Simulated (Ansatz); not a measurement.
Consider SiSe2 (space group Ibam, No. 72; a = 6.301 Å, b = 9.302 Å, c = 5.856 Å; made of chains).

Level of theory: PBEsol, PAW, 420 eV (Ansatz, an electronic-structure program; no spin-orbit coupling).

Before the change:

The smallest direct gap is 1.71 eV, the electron mass comes out as 0.63 mₑ along a, 0.44 mₑ along b, 1.3 mₑ along c (at X) and the band gap is 1.65 eV. The gap character is indirect, F₀ → X.

Now apply this change: a hydrostatic pressure of 5 GPa.

Q: Estimate the effect on the smallest direct gap, electron mass, band gap and gap character.

A: The smallest direct gap decreases by 0.338 eV (1.71 eV → 1.38 eV); the electron mass changes from 0.63 mₑ along a, 0.44 mₑ along b, 1.3 mₑ along c (at X) to 0.31 mₑ along k, 0.41 mₑ across (at X); the band gap decreases by 0.70 eV to 0.95 eV; the gap character becomes indirect, Γ → X (base: indirect, F₀ → X).

Load acts through the strain it causes; cell and atoms are relaxed under it. Effective masses come from finite differences of ±0.01 Å⁻¹. Along k means along the line from Γ to the band edge. Whether these cells are dynamically stable was not tested. No other phases were tried under pressure. No dispersion term is included in the PBEsol runs.
